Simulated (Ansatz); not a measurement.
The parent structure is MoSi$_{2}$ (space group P6_222, No. 180; a = 4.585 Å, c = 6.578 Å; a cell from a computed database, its experimental status unchecked). Axes: x lies along a and z along c of the hexagonal cell.

Now apply this change: uniaxial stress, 5 GPa compression along z; all other stress components relax to zero.

Computed with Ansatz (a program for electronic structure) r2SCAN, no SOC, earlier PAW set.

Base, band edges from the VBM (valence, conduction): K -0.90, 0.79; H -0.61, 0.77; M -0.68, 0.16; L 0.00, 0.69; A -0.75, 2.04; Γ -0.85, 2.23 eV.

**Question.** Give the band edges at the high-symmetry points of the new zone, measured from its valence-band maximum.

**Answer.** 
```csv
point,valence edge (eV),conduction edge (eV)
Γ,-0.87,2.18
M,-0.73,0.13
K,-0.99,0.76
A,-0.70,2.02
L,0.00,0.63
H,-0.58,0.72
```

The gap is 0.13 eV, indirect, L → M.

Load acts through the strain it causes; cell and atoms are relaxed under it. Stability under load was not tested beyond the relaxation. A zero or small gap of MoSi2 can be the functional's error rather than a property of the material.
